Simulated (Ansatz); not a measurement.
A computed series for CdS: response to strain

The parent structure is CdS in the wurtzite structure (space group P6_3mc, No. 186; a = 4.196 Å, c = 6.830 Å).

Strains are applied to the cell and any free atomic positions relax.

Calculations: PBE (Ansatz, an electronic-structure program), no spin-orbit coupling.

Notes on the quantities. pressure: mean of the normal stresses, compression positive.

| variant | shortest interatomic distance | band gap | pressure | electron mass |
|---|---|---|---|---|
| base | 4.848 bohr | 1.11 eV | 0.00 GPa | 0.12 mₑ along c, 0.13 mₑ across (at Γ) |
| isotropic strain +0.60 % | 4.877 bohr | 1.07 eV | -0.92 GPa | 0.12 mₑ along c, 0.12 mₑ across (at Γ) |
| isotropic strain +1.20 % | 4.906 bohr | 1.03 eV | -1.76 GPa | 0.11 mₑ along c, 0.12 mₑ across (at Γ) |
| isotropic strain +1.80 % | 4.935 bohr | 0.98 eV | -2.52 GPa | 0.11 mₑ along c, 0.12 mₑ across (at Γ) |
| isotropic strain +2.40 % | 4.964 bohr | 0.94 eV | -3.22 GPa | 0.11 mₑ along c, 0.11 mₑ across (at Γ) |
| isotropic strain +3.00 % | 4.992 bohr | 0.90 eV | -3.85 GPa | 0.10 mₑ along c, 0.11 mₑ across (at Γ) |

Effective masses come from finite differences of ±0.01 Å⁻¹. Whether these cells are dynamically stable was not tested.
